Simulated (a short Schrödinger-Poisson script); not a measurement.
System: MOS inversion layer, Al2O3 on p-type Si(111), at 400 K.

From the gate side: 2.1 nm Al2O3; 360 nm Si, acceptors 1.4e18 cm⁻³.

Constants are typed, rounded textbook-type inputs, not results; the design itself was drawn at random and stands for no fabricated device. Al2O3: permittivity 9, conduction-band edge (eV) 2.7, gap (eV) 6.8, electron mass (mₑ) 0.3. Si: permittivity 11.7, conduction-band edge (eV) 0, gap (eV) 1.124, Nv at 300 K (cm⁻³) 3.1e19.

Channel valleys (confinement mass, in-plane density-of-states mass, number): Δ6 0.258, 0.358, 6. At the gate the conduction-band edge of layer 1 lies 3.05 eV − eVg above the Fermi level of the channel; the field vanishes at the back. Gaps are held at their typed values at every temperature. Mesh 0.03 nm at interfaces.

From a short Schrödinger-Poisson script (our own, NumPy): 1D Poisson equation in equilibrium, electrons quantum, Hartree (BenDaniel-Duke, 12 states a valley, the channel's in-plane mass for all, wave functions free to enter the dielectric), parabolic valleys, classical holes, full ionisation, no traps, pinning or gate leakage.

```csv
Vg (V),electrons (cm⁻²),C (μF/cm²),Δ6 E0 (meV from the Fermi level)
0.35,2.26e9,0.353,329.1
0.4,7.66e9,0.362,287.0
0.45,2.56e10,0.413,245.4
0.5,8.11e10,0.570,205.5
0.55,2.25e11,0.896,170.1
0.6,5.09e11,1.31,141.9
0.65,9.32e11,1.65,120.7
0.7,1.46e12,1.90,104.9
0.75,2.07e12,2.08,92.6
0.8,2.72e12,2.20,82.7
0.85,3.42e12,2.30,74.4
0.9,4.14e12,2.38,67.4
0.95,4.89e12,2.44,61.2
1,5.66e12,2.49,55.7
1.05,6.44e12,2.54,50.8
1.1,7.24e12,2.58,46.3
1.15,8.05e12,2.62,42.1
1.2,8.87e12,2.65,38.3
1.25,9.70e12,2.68,34.7
```

Gate voltages with under 1e9 electrons/cm² are left out.

Q: At Vg = 1.25 V the lowest Δ6 subband lies at 34.7 meV from the Fermi level. How many electrons does it hold, and what share of all?

A: The two-dimensional density of states is g m/(πħ²) = 8.97e11 cm⁻² meV⁻¹ (both spins), kT = 34.5 meV, so n = D kT ln(1 + exp(−E/kT)) = 9.63e12 cm⁻², 0.99 of the 9.70e12 cm⁻² in all.

Q: Compare the slope of the sheet density between 1.15 and 1.25 V with the geometric capacitance of the layers between gate and channel.

A: q Δn/ΔV = 2.64 μF/cm²; ε0/Σ(t/ε) = 3.79 μF/cm². The ratio is 0.70: the channel acts as a further capacitance in series.
